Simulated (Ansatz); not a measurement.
**hypothetical P6_3/mmc PbI2 with two functionals, pressure 10 GPa**

The parent structure is PbI2 in the 2H-MoS2 type structure (space group P6_3/mmc, No. 194; a = 4.398 Å, c = 14.845 Å; a hypothetical phase, not in the database extracts checked).

(Cell as relaxed with PBE-D3(BJ).)

Levels (all Ansatz, a program for electronic structure, PAW, earlier PAW set): PBE-D3(BJ) (420 eV, without spin-orbit coupling); PBEsol-D3(BJ) (420 eV, without spin-orbit coupling).

Each level relaxes its own structure.

```json
[
 {"base": "volume per atom", "PBE-D3(BJ)": "41.44 Å³", "PBEsol-D3(BJ)": "37.85 Å³"},
 {"base": "lattice parameter a", "PBE-D3(BJ)": "4.398 Å", "PBEsol-D3(BJ)": "4.273 Å"},
 {"base": "band gap", "PBE-D3(BJ)": "1.99 eV", "PBEsol-D3(BJ)": "1.39 eV"}
]
```

The change: cell and atoms relaxed at a pressure of 10 GPa.

```tsv
quantity	PBE-D3(BJ)	PBEsol-D3(BJ)
volume per atom	30.28 Å³	?
c/a ratio	3.648	?
```

Problem. Predict the PBEsol-D3(BJ) column.

Solution. 
- volume per atom, PBEsol-D3(BJ): 28.36 Å³
- c/a ratio, PBEsol-D3(BJ): 3.741

PBE-D3(BJ)'s volume per atom lies 1.92 Å³ above PBEsol-D3(BJ)'s (6.8 %); PBE-D3(BJ)'s c/a ratio lies 0.093 below PBEsol-D3(BJ)'s. Neither level is exact; PBEsol-D3(BJ) is the comparison here, not a measurement.

A case with no gap was solved on a k-mesh chosen for an insulator, which is coarse for it. With I and Pb present, leaving out spin-orbit coupling can change the band edges. Load acts through the strain it causes; cell and atoms are relaxed under it. Whether these cells are dynamically stable was not tested. Competing high-pressure phases were not computed. All final runs are without spin polarisation.
